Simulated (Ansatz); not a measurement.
The starting structures come from a database of crystals and need not be the phases stable at ambient conditions.

By PBEsol, the system below comes out a metal.

Without scattering a metal conducts by its projected Fermi surface.

Given:

```
CELL_PARAMETERS angstrom
      4.80586     0.00000     0.00000
     -2.40293     4.16200     0.00000
      0.00000     0.00000     6.58816
ATOMIC_POSITIONS crystal
  Nb 0.50000 0.00000 0.66667
  Nb 0.50000 0.50000 0.33333
  Nb 0.00000 0.50000 0.00000
  Si 0.15808 0.84192 0.33333
  Si 0.31616 0.15808 0.00000
  Si 0.15808 0.31616 0.66667
  Si 0.84192 0.15808 0.33333
  Si 0.68384 0.84192 0.00000
  Si 0.84192 0.68384 0.66667
```

Space group of this cell: P6_422. The cell is taken as given; by PBEsol its mean pressure is -3.1 GPa.

The current flows along the normal of the first two printed cell vectors, the (001) plane of the conventional cell. No spin-orbit coupling; the value is a mean over 0.1 eV about the Fermi level.

Problem. Predict the ballistic conductance per area from PBEsol (Ansatz, a program for electronic structure).

Solution. 0.36 × 10¹⁵ S/m² for both spins.
